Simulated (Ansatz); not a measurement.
(Nb,W): Nb9W

A 20-atom cell of (Nb,W) started in the body-centred cubic structure, site fractions Nb 0.900, W 0.100, short-range order +0.03 among the nearest mixed sites of the first mixed sublattice (0 is random, a negative value favours unlike neighbours), space group P-1 at the end.

The mixing enthalpy is taken against the end members in the body-centred cubic type, relaxed in the same cell and mesh.

All values below come from PBE (plane waves to 420 eV, PAW; Ansatz, an electronic-structure program). Scalar-relativistic, without spin–orbit coupling; the runs are not spin-polarised; with elements this heavy it can move edges by tenths of an eV. Its k-point mesh 5×5×5, Fermi–Dirac width 0.05 eV.

The volume per atom comes out as 17.87 Å³ and the Nb–Nb bonds (within 1.22 times the sum of covalent radii) is 3.044 Å on average, from 2.817 to 3.331 (113). The Nb–W bonds (within 1.22 times the sum of covalent radii) is 3.042 Å on average, from 2.810 to 3.325 (26), the W–W bonds (within 1.22 times the sum of covalent radii) is 2.793 Å on average, from 2.793 to 2.793 (1) and the mixing enthalpy per site of the mixed sublattice is -7 meV. The departure of the mean lattice parameter from Vegard's line is under 0.15 %, inside the noise of the relaxations.

```
CELL_PARAMETERS angstrom
      6.58749     0.01894    -3.30182
      3.27298    -6.58346    -0.00365
     -3.28411    -0.00922    -6.58437
ATOMIC_POSITIONS crystal
  Nb 0.79800 0.74807 0.84863
  Nb 0.20165 0.49859 0.89643
  Nb 0.59989 0.25236 0.94728
  Nb 0.20360 0.74778 0.65022
  W  0.59778 0.49782 0.69829
  Nb 0.59956 0.74788 0.45298
  Nb 0.99603 0.25295 0.74914
  Nb 0.40044 0.00212 0.79702
  Nb 0.00397 0.49705 0.50086
  W  0.40222 0.25218 0.55171
  Nb 0.79640 0.00222 0.59978
  Nb 0.99956 0.75007 0.25036
  Nb 0.40011 0.49764 0.30272
  Nb 0.79835 0.25141 0.35357
  Nb 0.40223 0.74761 0.04634
  Nb 0.79939 0.50015 0.10038
  Nb 0.20200 0.00193 0.40137
  Nb 0.20061 0.24985 0.14962
  Nb 0.59777 0.00239 0.20366
  Nb 0.00044 0.99993 0.99964
```
